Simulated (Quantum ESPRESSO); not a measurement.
**Habitual settings against a tight run: Cd (P6_3/mmc, 4 atoms in the cell)**

Self-consistent single point.

```
Cd
1.0
    3.19499     0.00000     0.00000
   -1.59749     2.76694     0.00000
    0.00000     0.00000    10.27989
Cd
4
Direct
  0.00000   0.00000   0.00000
  0.00000   0.00000   0.50000
  0.33333   0.66667   0.25000
  0.66667   0.33333   0.75000
```

Computed with LDA (PZ), GBRV 1.5 ultrasoft (LDA) pseudopotentials (plane waves; Quantum ESPRESSO).

Base settings: ecutwfc = 40 Ry; ecutrho = 200 Ry; occupations = smearing; smearing = methfessel-paxton; degauss = 0.0073499 Ry; potentials = {Cd: cd_lda_v1.uspp.F.UPF}; K_POINTS = automatic 8 8 3 0 0 0; conv_thr = 1e-10 Ry; mixing_beta = 0.4.

Tight run (finer mesh or higher cutoff; not a proven limit): ecutwfc: 40 Ry → 56 Ry; ecutrho: 200 Ry → 280 Ry; conv_thr: 1e-10 Ry → 7.3e-11 Ry; K_POINTS: automatic 8 8 3 0 0 0 → automatic 11 11 5 0 0 0. It gave Fermi level (on the code's own zero) 10.47 eV; pressure -7.98 GPa.

Quick runs, as changes from the base:
- A: the base itself
- B: ecutwfc: 40 Ry → 27 Ry; ecutrho: 200 Ry → 216 Ry; pseudopotentials: {Cd: cd_lda_v1.uspp.F.UPF} → {Cd: Cd.pbe-dn-rrkjus_psl.0.3.1.UPF}; K_POINTS: automatic 8 8 3 0 0 0 → automatic 6 6 6 1 1 1; input_dft: default → pbesol [PBEsol]
- C: ecutwfc: 40 Ry → 32 Ry; ecutrho: 200 Ry → 160 Ry; smearing: methfessel-paxton → fermi-dirac; degauss: 0.0073499 Ry → 0.0147 Ry; K_POINTS: automatic 8 8 3 0 0 0 → automatic 2 2 2 1 1 1
- D: ecutwfc: 40 Ry → 20 Ry; ecutrho: 200 Ry → 100 Ry; K_POINTS: automatic 8 8 3 0 0 0 → automatic 2 2 2 0 0 0
- E: ecutwfc: 40 Ry → 20 Ry; ecutrho: 200 Ry → 100 Ry; degauss: 0.0073499 Ry → 0.019992 Ry; K_POINTS: automatic 8 8 3 0 0 0 → automatic 8 8 8 1 1 1
- F: ecutwfc: 40 Ry → 32 Ry; ecutrho: 200 Ry → 160 Ry; smearing: methfessel-paxton → fermi-dirac; degauss: 0.0073499 Ry → 0.0099958 Ry; K_POINTS: automatic 8 8 3 0 0 0 → automatic 6 6 6 1 1 1

Energies are extrapolated to zero smearing width, which holds to low order in the width alone (under cold and Methfessel-Paxton smearing the free energy itself is taken).

Dashes: energy of B, another energy zero.

† marks runs with another functional, U, potentials or spin treatment: their distance from the tight run is not a convergence error alone.

The count of work is k-points × plane waves × bands × iterations; it is no time. 

The starting cell was generated: these elements placed on a structure prototype, without a prior relaxation; it need not be a known phase or ordering of this composition. Its lattice was rescaled by a random factor within 2.5 % of one. In the base run, with a pressure of about -7 GPa the cell is away from its equilibrium volume at this level.

```
run  energy less tight (meV/atom)  pressure less tight (GPa)  count of work / tight
---  ----------------------------  -------------------------  ---------------------
A                            32.1                       1.05                   0.23
B†                              –                     -79.04                   0.21
C                            53.0                       1.88                  0.014
D                          2529.2                     -98.05                  0.020
E                          2152.5                     -98.00                   0.28
F                            91.4                       0.99                   0.30
```

Among the runs at the tight run's level, the energy misses run from 32.1 to 2529.2 meV/atom.
